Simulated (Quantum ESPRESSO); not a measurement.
## Quick settings and what they miss: MgPd5 (P-62m, 6 atoms in the cell)

Self-consistent single point.

```
MgPd5
1.0
    4.86485     0.00000     0.00000
   -2.43242     4.21308     0.00000
    0.00000     0.00000     4.54634
Mg Pd
1 5
Cartesian
  0.00000   0.00000   2.27317
  1.61705   2.80082   0.00000
 -0.81537   1.41227   0.00000
  1.63075   0.00000   0.00000
  0.00000   2.80872   2.27317
  2.43243   1.40436   2.27317
```

Level of theory: PBEsol, GBRV 1.5 ultrasoft (PBESOL) pseudopotentials (plane waves; Quantum ESPRESSO).

Base settings: ecutwfc = 40 Ry; ecutrho = 320 Ry; occupations = smearing; smearing = gauss; degauss = 0.0036749 Ry; potentials = {Mg: mg_pbesol_v1.4.uspp.F.UPF, Pd: pd_pbesol_v1.4.uspp.F.UPF}; K_POINTS = automatic 6 6 6 0 0 0; conv_thr = 1e-10 Ry; mixing_beta = 0.7.

Tight run (finer mesh or higher cutoff; not a proven limit): ecutwfc: 40 Ry → 56 Ry; ecutrho: 320 Ry → 448 Ry; conv_thr: 1e-10 Ry → 7.3e-11 Ry; K_POINTS: automatic 6 6 6 0 0 0 → automatic 9 9 9 0 0 0. It gave Fermi level (on the code's own zero) 15.71 eV; pressure -6.69 GPa; largest force (vector length) 0.138 eV/Å.

Quick runs, as changes from the base:
- A: ecutwfc: 40 Ry → 32 Ry; ecutrho: 320 Ry → 256 Ry; degauss: 0.0036749 Ry → 0.036749 Ry; pseudopotentials: {Mg: mg_pbesol_v1.4.uspp.F.UPF, Pd: pd_pbesol_v1.4.uspp.F.UPF} → {Mg: mg_lda_v1.4.uspp.F.UPF, Pd: pd_lda_v1.4.uspp.F.UPF}; K_POINTS: automatic 6 6 6 0 0 0 → automatic 2 2 2 0 0 0 [LDA (PZ)]
- B: ecutwfc: 40 Ry → 32 Ry; ecutrho: 320 Ry → 256 Ry
- C: ecutwfc: 40 Ry → 28 Ry; ecutrho: 320 Ry → 224 Ry; smearing: gauss → fd; degauss: 0.0036749 Ry → 0.0147 Ry; pseudopotentials: {Mg: mg_pbesol_v1.4.uspp.F.UPF, Pd: pd_pbesol_v1.4.uspp.F.UPF} → {Mg: mg_lda_v1.4.uspp.F.UPF, Pd: pd_lda_v1.4.uspp.F.UPF}; K_POINTS: automatic 6 6 6 0 0 0 → automatic 8 8 8 0 0 0 [LDA (PZ)]
- D: ecutwfc: 40 Ry → 28 Ry; ecutrho: 320 Ry → 224 Ry; K_POINTS: automatic 6 6 6 0 0 0 → automatic 4 4 4 1 1 1
- E: ecutwfc: 40 Ry → 24 Ry; ecutrho: 320 Ry → 192 Ry; smearing: gauss → fd; degauss: 0.0036749 Ry → 0.0099958 Ry; K_POINTS: automatic 6 6 6 0 0 0 → automatic 1 1 1 0 0 0

Energies are extrapolated to zero smearing width, which holds to low order in the width alone (under cold and Methfessel-Paxton smearing the free energy itself is taken).

Dashes: energy of A, C, another energy zero; time of A, D, E, under 30 s.

† marks runs with another functional, U, potentials or spin treatment: their distance from the tight run is not a convergence error alone.

The count of work is k-points × plane waves × bands × iterations; it is no time. Core times come from one kind of shared machine and are given to one figure; runs under 30 s give none.

The starting cell comes from a database of computed structures (which also holds hypothetical and non-ambient phases and stackings), without a prior relaxation at this level. Its lattice was rescaled by a random factor within 2.5 % of one. Spin polarisation is off. In the base run, with a pressure of about -7 GPa the cell is away from its equilibrium volume at this level.

```csv
run,energy less tight (meV/atom),pressure less tight (GPa),largest miss in a force vector (eV/Å),count of work / tight,core time / tight (rough)
A†,–,-14.99,0.180,0.029,–
B,112.6,-13.70,0.030,0.20,0.2
C†,–,-68.22,0.057,0.27,0.3
D,791.2,-63.85,0.030,0.071,–
E,3937.8,-228.35,1.260,0.0046,–
```

Among the runs at the tight run's level, the energy misses run from 112.6 to 3937.8 meV/atom.
